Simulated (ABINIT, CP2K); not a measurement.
An ABINIT input for a self-consistent single point of AlInSb₂ (P-4m2, 4 atoms in the cell) (DFT, PBEsol, plane waves, norm-conserving pseudopotentials (PseudoDojo nc-sr-04 PBEsol standard)):

```
# AlInSb2, PseudoDojo nc-sr-04 PBEsol standard
pp_dirpath "./"
pseudos "Al.upf, In.upf, Sb.upf"
acell 4.4205530000 4.4205530000 6.2281920000 Angstrom
rprim
         1.0000000000    0.0000000000    0.0000000000
         0.0000000000    1.0000000000    0.0000000000
         0.0000000000    0.0000000000    1.0000000000
natom 4
ntypat 3
znucl 13 49 51
typat 1 2 3 3
xred
         0.0000000000    0.0000000000    0.0000000000
         0.5000000000    0.5000000000    0.5000000000
         0.0000000000    0.5000000000    0.2333700000
         0.5000000000    0.0000000000    0.7666300000
ecut 40
occopt 3
tsmear 0.02 eV
nband 30
kptopt 1
ngkpt 4 4 3
nshiftk 1
shiftk 0 0 0
nstep 60
tolvrs 1.0e-11
prtwf 0
prtden 0
```

### Question
Write the same calculation as an input for CP2K.

### Answer
One input that does it (others would too):

```
&GLOBAL
  PROJECT calc
  RUN_TYPE ENERGY_FORCE
  PRINT_LEVEL MEDIUM
&END GLOBAL
&FORCE_EVAL
  METHOD Quickstep
  STRESS_TENSOR ANALYTICAL
  &DFT
    BASIS_SET_FILE_NAME BASIS_MOLOPT
    POTENTIAL_FILE_NAME GTH_POTENTIALS
    &QS
      METHOD GPW
      EPS_DEFAULT 1E-11
    &END QS
    &MGRID
      CUTOFF 500
      REL_CUTOFF 50
      NGRIDS 5
    &END MGRID
    &SCF
      SCF_GUESS ATOMIC
      EPS_SCF 1E-6
      MAX_SCF 100
      ADDED_MOS 5
      &DIAGONALIZATION
        ALGORITHM STANDARD
      &END DIAGONALIZATION
      &MIXING
        METHOD BROYDEN_MIXING
        ALPHA 0.2
        NBUFFER 8
        BETA 1
      &END MIXING
      &SMEAR ON
        METHOD FERMI_DIRAC
        ELECTRONIC_TEMPERATURE [K] 232.09
      &END SMEAR
    &END SCF
    &KPOINTS
      SCHEME MONKHORST-PACK 4 4 3
      GAMMA_CENTERED T
    &END KPOINTS
    &XC
      &XC_FUNCTIONAL
        &PBE
          PARAMETRIZATION PBESOL
        &END PBE
      &END XC_FUNCTIONAL
    &END XC
    &PRINT
      &MO
        EIGENVALUES T
        OCCUPATION_NUMBERS T
        NDIGITS 8
        FILENAME mo
        &EACH
          QS_SCF 0
        &END EACH
        ADD_LAST NUMERIC
      &END MO
      &MULLIKEN ON
      &END MULLIKEN
    &END PRINT
  &END DFT
  &SUBSYS
    &CELL
      A 4.42055300 0.00000000 0.00000000
      B 0.00000000 4.42055300 0.00000000
      C 0.00000000 0.00000000 6.22819200
      PERIODIC XYZ
    &END CELL
    &COORD
      Al       0.00000000     0.00000000     0.00000000
      In       2.21027650     2.21027650     3.11409600
      Sb       0.00000000     2.21027650     1.45347317
      Sb       2.21027650     0.00000000     4.77471883
    &END COORD
    &KIND Al
      BASIS_SET DZVP-MOLOPT-SR-GTH-q3
      POTENTIAL GTH-PBE-q3
    &END KIND
    &KIND In
      BASIS_SET DZVP-MOLOPT-SR-GTH-q13
      POTENTIAL GTH-PBE-q13
    &END KIND
    &KIND Sb
      BASIS_SET DZVP-MOLOPT-SR-GTH-q5
      POTENTIAL GTH-PBE-q5
    &END KIND
  &END SUBSYS
  &PRINT
    &FORCES ON
    &END FORCES
    &STRESS_TENSOR ON
    &END STRESS_TENSOR
  &END PRINT
&END FORCE_EVAL
```

Basis settings and potentials, where a program has them, do not carry over. This input uses DFT PBEsol, GPW, DZVP-MOLOPT-SR-GTH basis, GTH-PBE potentials (GTH_POTENTIALS).

The starting cell comes from a database of computed structures (which also holds hypothetical and non-ambient phases and stackings), without a prior relaxation at this level. Its lattice was rescaled by a random factor within 2.5 % of one.
